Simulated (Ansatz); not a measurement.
ZnS under load (space group R3m), r2SCAN with spin-orbit coupling, rigid bands (Ansatz, an electronic-structure program). Condition of this run: biaxial stress in (111) of 3 GPa (compression positive) (the target of the relaxation). Band gap 2.80 eV, N_c = 2.35e18 cm⁻³ and N_v = 2.69e19 cm⁻³ at 300 K, conductivity masses of 0.211 mₑ (electrons) and 0.730 mₑ (holes). Take k_BT = 0.02585 eV.

Question: Find the intrinsic carrier density and the intrinsic Fermi level.

Answer: n_i = √(N_c N_v) exp(−E_g/2k_BT) = 7.95e18 × exp(−54.15) = 2.4e-5 cm⁻³. The level lies (k_BT/2) ln(N_v/N_c) = 32 meV from mid-gap (positive towards the conduction band). Each 0.1 eV added to the gap lowers n_i by a factor of 6.9.

Question: A film of it is 3 nm thick. Estimate the confinement energies in an infinite well.

Answer: ħ²π²/(2m t²) = 0.376 eV·nm²/(m/mₑ × t²) gives 198 meV for electrons and 57.2 meV for holes, so the gap would widen to about 3.06 eV. Finite barriers and nonparabolic bands lower this, and with several valleys or bands the heaviest mass along the normal sets the lowest level, not this average.

Question: What thermal injection velocity √(2k_BT/πm) limits a ballistic channel?

Answer: 1.17e7 cm/s for electrons and 6.30e6 cm/s for holes, a ratio of √(m_h/m_e) = 1.86, for dilute carriers.

Rigid bands with the computed gap; masses take one relaxation time for all states. Geometry: cell and atoms relaxed with PBEsol.
